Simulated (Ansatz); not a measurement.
**A computed series for Hf: response to strain**

The parent structure is Hf in the hcp (Mg type) structure (space group P6_3/mmc, No. 194; relaxed with 0.1 eV smearing).

```
CELL_PARAMETERS angstrom
      3.20400     0.00000     0.00000
     -1.60200     2.77474     0.00000
      0.00000     0.00000     5.07257
ATOMIC_POSITIONS crystal
  Hf 0.66667 0.33333 0.75000
  Hf 0.33333 0.66667 0.25000
```

Strains are applied to the cell and any free atomic positions relax.

Method: PBE (Ansatz, a quantum-chemistry and plane-wave program), no spin-orbit coupling.

Notes on the quantities. energy relative to the base: free energy F; pressure: mean of the normal stresses, compression positive.

| variant | energy relative to the base | pressure | shortest interatomic distance |
|---|---|---|---|
| base | 0 meV/atom | 0.0 GPa | 3.139 Å |
| isotropic strain −3.00 % | +65 meV/atom | 11.4 GPa | 3.045 Å |
| isotropic strain −2.50 % | +45 meV/atom | 9.2 GPa | 3.061 Å |
| isotropic strain −2.00 % | +28 meV/atom | 7.2 GPa | 3.076 Å |
| isotropic strain −1.50 % | … | … | 3.092 Å |
| isotropic strain −1.00 % | +6.9 meV/atom | 3.4 GPa | 3.108 Å |
| isotropic strain −0.50 % | +1.7 meV/atom | 1.6 GPa | 3.124 Å |
| isotropic strain +1.00 % | +6.6 meV/atom | -3.0 GPa | 3.171 Å |
| isotropic strain +1.50 % | +15 meV/atom | -4.4 GPa | 3.186 Å |
| isotropic strain +2.50 % | +40 meV/atom | -7.0 GPa | 3.218 Å |

Problem. Complete the table.

Solution. 
- isotropic strain −1.50 %, energy relative to the base: +16 meV/atom
- isotropic strain −1.50 %, pressure: 5.2 GPa

Stability against distortions was not tested. The final runs are not spin-polarised.
